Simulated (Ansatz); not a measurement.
## HfO2: pressure 2.1 GPa

The reference is HfO₂ (space group P2_1/c, No. 14; a = 5.0965 Å, b = 5.1776 Å, c = 5.2717 Å, α = 90.00°, β = 99.62°, γ = 90.00°).

It is then changed as follows: a hydrostatic pressure of 2.1 GPa.

The values are results of PBEsol (Ansatz, an electronic-structure program, PAW, without spin-orbit coupling), earlier PAW set, not measurements. Γ-centred 6×5×5 mesh, Fermi–Dirac width 0.05 eV.

The volume per atom drops by 0.13 Å³, from 11.43 Å³ to 11.30 Å³ and the enthalpy H = E + PV relative to the base's energy comes out as +0.15 eV/atom. The band gap goes up by 0.037 eV, from 3.97 eV to 4.00 eV (an upper bound: an edge found on the path is not a true extremum; the changed cell).

Final structure:

```
CELL_PARAMETERS angstrom
      5.07080     0.00000     0.00970
      0.00000     5.17520     0.00000
     -0.86645     0.00000     5.16359
ATOMIC_POSITIONS crystal
  Hf 0.27754 0.04252 0.20828
  Hf 0.72246 0.54252 0.29172
  Hf 0.72246 0.95748 0.79172
  Hf 0.27754 0.45748 0.70828
  O  0.07463 0.34383 0.33523
  O  0.92537 0.84383 0.16477
  O  0.92537 0.65617 0.66477
  O  0.07463 0.15617 0.83523
  O  0.44584 0.75894 0.48161
  O  0.55416 0.25894 0.01839
  O  0.55416 0.24106 0.51839
  O  0.44584 0.74106 0.98161
```

Spin-orbit coupling, missing from the scalar runs, can matter with Hf. Load acts through the strain it causes; cell and atoms are relaxed under it. Whether these cells are dynamically stable was not tested.
